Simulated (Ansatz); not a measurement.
This Ansatz (a first-principles code) input is the reference run, Pb in the fcc (Cu type) structure (space group Fm-3m, No. 225), computed with r2SCAN, PAW, 500 eV (Ansatz; no spin-orbit coupling):

Ansatz 0.2 input:
```yaml
crystal:
  lattice:
    - [0, 2.4954553839, 2.4954553839]
    - [2.4954553839, 0, 2.4954553839]
    - [2.4954553839, 2.4954553839, 0]
  atoms:
    - { symbol: Pb, position: [0, 0, 0] }
basis: { ecutwfc: 500, ecutrho_ratio: 4, xc_grid: 4, fft_grid_basis: typed }
kpoints: { mp_grid: { grid: [16, 16, 16] } }
hamiltonian:
  xc: r2scan
  dispersion: none
  pseudopotentials: { kind: paw }
scf: { occupations: { method: fermi_dirac, width: 0.05 }, convergence: { dr2_threshold: 0.0000000001 } }
output: { forces: true, stress: true }
checkpoint: { write: state.ck, write_every: 1000 }
```

Task: Write the input for this change: a free-standing slab of 4 layers (4 atoms, 1 a layer) is cut normal to [111], with 15 Å of vacuum and the in-plane cell held at bulk.

Result: 
Ansatz 0.2 input:
```yaml
crystal:
  lattice:
    - [3.5291068482, 0, 0]
    - [1.7645534241, 3.0562961832, 0]
    - [0, 0, 23.6445110259]
  atoms:
    - { symbol: Pb, position: [0.3333333333, -0.1666666667, 0.3171983549] }
    - { symbol: Pb, position: [1, -0.5, 0.4390661183] }
    - { symbol: Pb, position: [1.6666666667, -0.8333333333, 0.5609338817] }
    - { symbol: Pb, position: [2.3333333333, -1.1666666667, 0.6828016451] }
basis: { ecutwfc: 500, ecutrho_ratio: 4, xc_grid: 4, fft_grid_basis: typed }
kpoints: { mp_grid: { grid: [15, 15, 1] } }
hamiltonian:
  xc: r2scan
  dispersion: none
  pseudopotentials: { kind: paw }
scf: { occupations: { method: fermi_dirac, width: 0.05 }, convergence: { dr2_threshold: 0.0000000004 } }
relax: { f_tol: 0.01, max_steps: 50 }
output: { forces: true, stress: true }
checkpoint: { write: state.ck, write_every: 1000 }
```
This is the input that was run; other choices of cell and start would serve too.

Whether these cells are dynamically stable was not tested.
